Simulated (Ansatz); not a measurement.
Take CdSe in the zinc blende structure (space group F-43m, No. 216) as the base.

```
CELL_PARAMETERS angstrom
      0.00000     3.09822     3.09822
      3.09822     0.00000     3.09822
      3.09822     3.09822     0.00000
ATOMIC_POSITIONS crystal
  Se 0.75000 0.75000 0.75000
  Cd 0.00000 0.00000 0.00000
```

Cartesian axes are those of the cell as printed.

Computed with PBE in Ansatz (plane waves to 420 eV, PAW, spin-orbit coupling left out), earlier PAW set.

Now apply this change: every lattice vector is shortened by 0.59 %, atoms relaxed at fixed cell.

**Question.** Predict the stress tensor and what it implies for the stiffness.

**Answer.** Stress of the strained cell less that of the base (GPa, compression positive):
```
   0.83    0.00    0.00
   0.00    0.83    0.00
   0.00    0.00    0.83
```

Then B = −ΔP/(ΔV/V₀) with ΔV/V₀ = -0.0176 gives secant stiffness values (nonlinear terms included at this strain): B ≈ 47 GPa.

No phonon test of stability was made.

Ansatz is a first-principles code.
